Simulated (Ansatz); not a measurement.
# A computed series for hypothetical rock salt GaSb: pressure series

Start from GaSb in the rock salt structure (space group Fm-3m, No. 225; a hypothetical phase, not in the database extracts checked).

```
CELL_PARAMETERS angstrom
      0.00000     2.85486     2.85486
      2.85486     0.00000     2.85486
      2.85486     2.85486     0.00000
ATOMIC_POSITIONS crystal
  Ga 0.00000 0.00000 0.00000
  Sb 0.50000 0.50000 0.50000
```

Cell and atoms are relaxed at each pressure.

Method: Kohn–Sham DFT with the PBE-D3(BJ) functional, run in Ansatz (a first-principles code) with PAW and 420 eV plane waves, spin-orbit coupling left out.

```
pressure (GPa)  volume per atom (Å³/atom)
--------------  -------------------------
-2                                 24.096
-1                                 23.662
0                                  23.268
0.3                                23.152
0.7                                23.011
1.5                                22.746
5                                       ?
7.5                                21.152
10                                 20.642
```

Q: Fit the third-order Birch–Murnaghan form P(V) = (3B₀/2)[(V₀/V)^(7/3) − (V₀/V)^(5/3)]·[1 + (3/4)(B₀′ − 4)((V₀/V)^(2/3) − 1)] (squares taken in P) to the rows shown and predict the withheld row.

A: Least squares on the printed values gives V₀ = 23.267 Å³/atom, B₀ = 62.2 GPa, B₀′ = 4.9; this predicts 21.738 Å³/atom, and the run gives 21.741 Å³/atom, 0.003 higher.

Load acts through the strain it causes; cell and atoms are relaxed under it. Stability against distortions was not tested. No other phases were tried under pressure. The base started in Pnma and relaxed to Fm-3m at this level. All final runs are without spin polarisation.
